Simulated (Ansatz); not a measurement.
## What biaxial strain −1.50 %, plane normal [001], relaxed out of plane does to ZnCu2SnS4

Consider ZnCu2SnS4 (space group I-4, No. 82; a = 5.317 Å, c = 10.643 Å). Axes: x, y, z lie along a, b, c of the conventional cell.

Perturbation: biaxial strain −1.50 %, plane normal [001], relaxed out of plane (Cartesian); in-plane vectors clamped, the third vector and the atoms free.

Computed with DFT with LDA, PAW potentials and a 420 eV plane-wave cutoff in Ansatz (a quantum-chemistry and plane-wave program), no spin-orbit coupling. Γ-centred 9×9×9 mesh, Fermi–Dirac width 0.05 eV.

The space group stays I-4 (No. 82) and the shortest interatomic distance decreases by 0.0086 Å (2.245 Å → 2.237 Å). The energy increases by 2.5 meV/atom and the pressure (mean of the normal stresses, compression positive) goes from zero to 0.97 GPa. The band gap rises by 0.03 eV to 0.17 eV and the gap character remains direct at Γ. The valence-band top at Γ (three highest levels, from the VBM) becomes 0.00, 0.00, -0.06 eV (base: 0.00, -0.04, -0.04 eV) and the out-of-plane strain amounts to +1.92 %. The ratio −ε⊥/ε∥ is 1.28 and the mean in-plane stress (compression positive) is +1.5 GPa.

Final structure (turned so that z lies along the plane normal):

```
ZnCu2SnS4
1.0
    5.23772     0.00000     0.00000
    0.00000     5.23772     0.00000
    2.61886    -2.61886     5.42375
Cu Zn Sn S
2 1 1 4
Direct
  0.00000   0.00000   0.00000
  0.25000   0.25000   0.50000
  0.75000   0.75000   0.50000
  0.50000   0.50000   0.00000
  0.10901   0.35977   0.26033
  0.35977   0.63066   0.73967
  0.63066   0.90056   0.26033
  0.90056   0.10901   0.73967
```

No phonon test of stability was made. All final runs are without spin polarisation. The zero or small gap of ZnCu2SnS4 can change with the level of theory.
